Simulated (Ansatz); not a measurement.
**HfPbO3 in the cubic perovskite structure (space group Pm-3m, No. 221; a cell from a computed database, its experimental status unchecked)**

```
HfPbO3
1.0
    4.11888     0.00000     0.00000
    0.00000     4.11888     0.00000
    0.00000     0.00000     4.11888
Hf Pb O
1 1 3
Direct
  0.50000   0.50000   0.50000
  0.00000   0.00000   0.00000
  0.00000   0.50000   0.50000
  0.50000   0.00000   0.50000
  0.50000   0.50000   0.00000
```

All numbers come from PBEsol (Ansatz, a first-principles code; PAW; 420 eV plane waves; spin-orbit coupling left out). Settings: 8×8×8 k-points, 0.05 eV Fermi–Dirac smearing.

The volume per atom comes out as 13.98 Å³, the density is 10.31 g/cm³ and the band gap is 2.37 eV, direct at X. The electron mass is 0.19 mₑ along k, 0.33 mₑ across, the lowest conduction-band minima above the VBM is X along ⟨100⟩ 2.37 eV; a point along ⟨111⟩, about 0.7 Å⁻¹ from Γ 3.18 eV; a point along ⟨110⟩, about 0.6 Å⁻¹ from Γ 3.83 eV and the total energy is -5808.093 eV/atom (σ→0; compares only within this code and set-up).

Spin-orbit coupling, missing from the scalar runs, can matter with Hf and Pb. Masses are band curvatures over ±0.01 Å⁻¹ around the edge. Along k means along the line from Γ to the band edge. No phonon test of stability was made. Many cubic perovskites are stable only at high temperature; tilts and polar distortions were not tested.
